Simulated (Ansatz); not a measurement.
**What biaxial strain +2.08 %, plane normal [111], relaxed out of plane does to Pt**

Consider Pt in the fcc (Cu type) structure (space group Fm-3m, No. 225; a = 3.920 Å; relaxed with 0.1 eV smearing). Axes: x, y, z lie along the cube axes.

Now apply this change: biaxial strain +2.08 %, plane normal [111], relaxed out of plane (Cartesian); in-plane vectors clamped, the third vector and the atoms free.

Level of theory: PBEsol/PAW in Ansatz (an electronic-structure program), no spin-orbit coupling. Settings: 29×29×29 k-points, 0.1 eV Fermi–Dirac smearing.

| quantity | base | changed | shift |
|---|---|---|---|
| space group | Fm-3m (No. 225) | R-3m (No. 166) | – |
| shortest interatomic distance | 2.772 Å | 2.750 Å | -0.0214 Å |
| energy relative to the base (free energy F) | 0 meV/atom | +14 meV/atom | +14 meV/atom |
| band gap | zero | zero | – |
| out-of-plane strain | – | -2.23 % | – |
| ratio −ε⊥/ε∥ | – | 1.07 | – |
| mean in-plane stress (compression positive) | – | -6.8 GPa | – |

Final structure (turned so that z lies along the plane normal):

```yaml
crystal:
  lattice:
    - [2.82936, 0.00000, 0.00000]
    - [1.41468, 2.45029, 0.00000]
    - [1.41468, -0.81676, 2.21266]
  atoms:
    - { symbol: Pt, position: [0.00000, 0.00000, 0.00000] }
```

Stability against distortions was not tested. The final runs are not spin-polarised.
